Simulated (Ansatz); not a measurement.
The reference is Ag in the fcc (Cu type) structure (space group Fm-3m, No. 225; a = 4.054 Å; relaxed with 0.1 eV smearing). Axes: x, y, z lie along the cube axes.

Calculations: PBEsol (Ansatz, an electronic-structure program, PAW, without spin-orbit coupling).

Base values:

- Shortest interatomic distance: 2.866 Å

It is then changed as follows: strain tensor (xx, yy, zz, yz, xz, xy) = (−0.45, +0.56, −1.12, −0.63, +0.49, +1.26) %, atoms relaxed at fixed cell.

Q: How does this affect the energy relative to the base?

A: The energy increases by 3.5 meV/atom.

Q: What does the calculation give for the stress after the change?

A: The stress (xx, yy, zz, yz, xz, xy; compression positive) comes out as (1.5, 1.1, 1.6, 0.7, -0.6, -1.3) GPa.

Q: What happens to the shortest interatomic distance?

A: The shortest interatomic distance falls by 0.036 Å to 2.830 Å.

No phonon test of stability was made.
